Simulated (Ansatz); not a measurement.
We look at the formation energy of the neutral 8 V_C in TiC (rock salt, Fm-3m). Reaction: 32 TiC (rock salt) → cell A + 8 C (graphite).

Cell A: a supercell of 64 sites of TiC (rock salt, Fm-3m) with eight empty C sites amid 6 Ti; the closest two of these centres are 3.0 Å apart, the farthest 7.4 Å; spin state with PBE: run without spin, k-point mesh 3×3×3.
```yaml
crystal:
  lattice:
    - [8.58216, 0.00000, 0.00000]
    - [0.00000, 8.58216, 0.00000]
    - [0.00000, 0.00000, 8.58216]
  atoms:
    - { symbol: Ti, position: [0.00449, 0.00130, 0.99031] }
    - { symbol: Ti, position: [0.00002, 0.26016, 0.25011] }
    - { symbol: Ti, position: [0.25984, 0.99858, 0.24500] }
    - { symbol: Ti, position: [0.24785, 0.24219, 0.00156] }
    - { symbol: C, position: [0.25011, 0.99934, 0.00110] }
    - { symbol: C, position: [0.24825, 0.24771, 0.25128] }
    - { symbol: C, position: [0.99876, 0.24837, 0.00122] }
    - { symbol: Ti, position: [0.99502, 0.99979, 0.50906] }
    - { symbol: Ti, position: [0.00003, 0.25228, 0.74979] }
    - { symbol: Ti, position: [0.25170, 0.99869, 0.75619] }
    - { symbol: Ti, position: [0.24960, 0.25028, 0.49920] }
    - { symbol: C, position: [0.25000, 0.25105, 0.74895] }
    - { symbol: C, position: [0.00006, 0.00005, 0.74958] }
    - { symbol: C, position: [0.00080, 0.24767, 0.49865] }
    - { symbol: Ti, position: [0.00198, 0.49990, 0.99815] }
    - { symbol: Ti, position: [0.00002, 0.73994, 0.25245] }
    - { symbol: Ti, position: [0.25232, 0.50067, 0.24847] }
    - { symbol: Ti, position: [0.24018, 0.75759, 0.00168] }
    - { symbol: C, position: [0.24963, 0.75195, 0.24790] }
    - { symbol: C, position: [0.99991, 0.49985, 0.25000] }
    - { symbol: C, position: [0.99905, 0.75244, 0.00144] }
    - { symbol: Ti, position: [0.99795, 0.49999, 0.50141] }
    - { symbol: Ti, position: [0.00002, 0.74771, 0.74807] }
    - { symbol: Ti, position: [0.25061, 0.50088, 0.75152] }
    - { symbol: Ti, position: [0.24823, 0.74922, 0.49946] }
    - { symbol: C, position: [0.25161, 0.74874, 0.75258] }
    - { symbol: C, position: [0.00003, 0.49996, 0.74984] }
    - { symbol: C, position: [0.00072, 0.75144, 0.49901] }
    - { symbol: Ti, position: [0.49501, 0.00993, 0.99895] }
    - { symbol: Ti, position: [0.50014, 0.25189, 0.25223] }
    - { symbol: Ti, position: [0.74084, 0.99900, 0.25448] }
    - { symbol: Ti, position: [0.75144, 0.25124, 0.00081] }
    - { symbol: C, position: [0.75158, 0.24787, 0.24856] }
    - { symbol: C, position: [0.50044, 0.99844, 0.24740] }
    - { symbol: C, position: [0.49986, 0.25110, 0.00006] }
    - { symbol: Ti, position: [0.50587, 0.00106, 0.50055] }
    - { symbol: Ti, position: [0.50024, 0.25044, 0.74784] }
    - { symbol: Ti, position: [0.74847, 0.99898, 0.74448] }
    - { symbol: Ti, position: [0.75088, 0.24131, 0.49868] }
    - { symbol: C, position: [0.75109, 0.99979, 0.49919] }
    - { symbol: C, position: [0.75001, 0.25133, 0.75065] }
    - { symbol: C, position: [0.50037, 0.99865, 0.75286] }
    - { symbol: C, position: [0.49977, 0.25110, 0.50004] }
    - { symbol: Ti, position: [0.49704, 0.49157, 0.99998] }
    - { symbol: Ti, position: [0.49993, 0.74732, 0.25928] }
    - { symbol: Ti, position: [0.74754, 0.50089, 0.25223] }
    - { symbol: Ti, position: [0.75910, 0.74954, 0.00103] }
    - { symbol: C, position: [0.74992, 0.75291, 0.24505] }
    - { symbol: C, position: [0.50011, 0.50101, 0.24669] }
    - { symbol: Ti, position: [0.50264, 0.49872, 0.49955] }
    - { symbol: Ti, position: [0.50013, 0.74935, 0.74080] }
    - { symbol: Ti, position: [0.74910, 0.50103, 0.74722] }
    - { symbol: Ti, position: [0.75178, 0.75798, 0.49898] }
    - { symbol: C, position: [0.74845, 0.74947, 0.75448] }
    - { symbol: C, position: [0.50024, 0.50129, 0.75367] }
    - { symbol: C, position: [0.49925, 0.74907, 0.50027] }
```

Reference: C (graphite, P6₃/mmc), 4 atoms in the cell, k-point mesh 18×18×6 on the run's own vectors. Conventional cell: a = 2.4650 Å, b = 2.4650 Å, c = 6.7419 Å, α = 90.00°, β = 90.00°, γ = 120.00°.

Reference: TiC (rock salt, Fm-3m), 64 atoms in the cell, the relaxed perfect crystal repeated, atoms not moved again; spin state with PBE: run without spin, k-point mesh 3×3×3 on the run's own vectors.

All numbers come from Ansatz (a program for electronic structure), plane waves with PAW, its default PAW set, cutoff 420 eV, 500 eV for r2SCAN. The structures are at rest with PBE+D3(BJ), within the held lattices; other levels are single points on them. Neutral cells; Fermi-Dirac smearing of at most 0.05 eV in the solids, energies taken to zero width. The lattices are those relaxed with PBE+D3(BJ), so at other levels the solids can be strained, which adds to the spread. Larger cells are relaxed from a start prepared with the learned potential CHGNet, on a coarser mesh till forces fall under 0.03 eV/Å, which some starts already meet. A dispersion term (D3(BJ), or D4 for r2SCAN) was computed beside these levels and is taken off wherever the name lacks it. The PAW files were made for PBE and serve at the other functionals too. Space groups of crystals are read within 0.01 Å. Nuclei at rest; no vibrational terms. Cells are local rest points, mostly with their start's symmetry. Values are for these cell sizes. The cell is small for its defects, so this is an ordered compound on the host's lattice rather than an isolated defect. The value holds for the reservoirs listed; other chemical potentials shift it.

Question: What value does PBE+D3(BJ) give?

Answer: 13.08 eV, for 32 TiC (rock salt) → cell A + 8 C (graphite).

Question: What do the other levels give, and how wide is the spread?

Answer: 
| Method | value (eV) | less PBE+D3(BJ) |
|---|---|---|
| PBE | 10.83 | -2.25 |
| r2SCAN+D4 | 14.62 | 1.54 |

The levels shown span 3.79 eV, from PBE (10.83) to r2SCAN+D4 (14.62).
